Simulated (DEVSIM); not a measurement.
System: W/Si3N4/p-Ge capacitor, at 300 K.

```csv
layer (left to right),material,thickness (nm),Na (cm⁻³)
1,Si3N4,9.60,-
2,Ge,5700,1.1e16
```

Metal gate on the left, work function 4.6 eV. Fixed charge at the semiconductor interface 1.6e11 cm⁻² (in units of +e); no interface traps.

This is a model device: material constants are rounded textbook-type values typed into the input, and sizes, dopings and lifetimes were drawn at random. Values at 300 K; Nc and Nv go as T^1.5, mobilities as T to minus their exponent, the gap by Varshni's rule with the affinity fixed.

| parameter | Si3N4 | Ge |
|---|---|---|
| gap (eV) | 5.1 | 0.664 |
| affinity (eV) | 2.1 | 4 |
| permittivity | 7.5 | 16 |
| Nc (cm⁻³) | - | 1.04e19 |
| Nv (cm⁻³) | - | 6e18 |
| Varshni α (eV/K) | - | 0.000477 |
| Varshni β (K) | - | 235 |

Model (solved in DEVSIM): 1D Poisson equation in equilibrium, Boltzmann statistics, complete ionisation; no quantum confinement or tunnelling. Metal contacts follow the ideal Schottky-Mott rule: no Fermi-level pinning, no interface dipoles.

The temperature was swept, all else fixed.

```csv
temperature (K),threshold voltage (band bending 2φF) (V),minimum of the low-frequency capacitance (μF/cm²),flat-band voltage (V)
250,0.49,0.0593,0.01
300,0.44,0.0709,0.06
350,0.40,0.0926,0.12
400,0.35,0.129,0.17
450,0.31,0.198,0.22
500,0.29,0.278,0.25
```

From the first row to the last the threshold voltage (band bending 2φF) goes from 0.49 to 0.29. From the first row to the last the minimum of the low-frequency capacitance goes from 0.0593 to 0.278.
